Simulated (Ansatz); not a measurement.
# Al5W: pressure series

Consider Al5W (space group P6_322, No. 182; a = 4.876 Å, c = 8.827 Å; a cell from a computed database, its experimental status unchecked).

Cell and atoms are relaxed at each pressure.

Method: PBEsol (Ansatz, a quantum-chemistry and plane-wave program), spin-orbit coupling left out.

Notes on the quantities. enthalpy: H = E + PV relative to the base's energy.

```
change            shortest interatomic distance       enthalpy
----------------  -----------------------------  -------------
base                                    2.734 Å              –
pressure −2 GPa                         2.746 Å  -0.19 eV/atom
pressure −1 GPa                         2.740 Å  -0.09 eV/atom
pressure 0.3 GPa                        2.732 Å  +0.03 eV/atom
pressure 0.7 GPa                        2.729 Å  +0.07 eV/atom
pressure 1.5 GPa                        2.725 Å  +0.14 eV/atom
pressure 3 GPa                          2.716 Å  +0.28 eV/atom
pressure 5 GPa                          2.705 Å  +0.46 eV/atom
pressure 7.5 GPa                        2.692 Å  +0.69 eV/atom
pressure 10 GPa                         2.680 Å  +0.91 eV/atom
```

Load acts through the strain it causes; cell and atoms are relaxed under it. Stability against distortions was not tested. Competing high-pressure phases were not computed. All final runs are without spin polarisation.
